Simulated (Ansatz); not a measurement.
An Ansatz (a first-principles code) input (PBEsol (Ansatz), no spin-orbit coupling):

Ansatz 0.2 input:
```yaml
crystal:
  lattice:
    - [0, 2.5346232827, 2.5346232827]
    - [2.5346232827, 0, 2.5346232827]
    - [2.5346232827, 2.5346232827, 0]
  atoms:
    - { symbol: Ru, position: [0, 0, 0] }
    - { symbol: Se, position: [0.5, 0.5, 0.5] }
basis: { ecutwfc: 420, ecutrho_ratio: 4, xc_grid: 2, fft_grid_basis: typed }
kpoints: { mp_grid: { grid: [16, 16, 16] } }
hamiltonian:
  xc: pbesol
  dispersion: none
  pseudopotentials: { kind: paw }
scf: { occupations: { method: fermi_dirac, width: 0.05 }, convergence: { dr2_threshold: 0.0000000002 } }
output: { forces: true, stress: true }
checkpoint: { write: state.ck, write_every: 1000 }
```

**Question.** Which symmetry and how many k-points will the program report, and about how many plane waves at Γ?

**Answer.** Space group Fm-3m (ITA 225) with 48 operations, k-points 145 of 4096, and 609 plane waves at Γ.

Whether these cells are dynamically stable was not tested. All final runs are without spin polarisation. The cell was made from GeSe by this change: Ge → Ru; the result is a hypothetical phase, not in the database extracts checked. RuSe has a high density of states at the Fermi level and may be magnetic at this level.
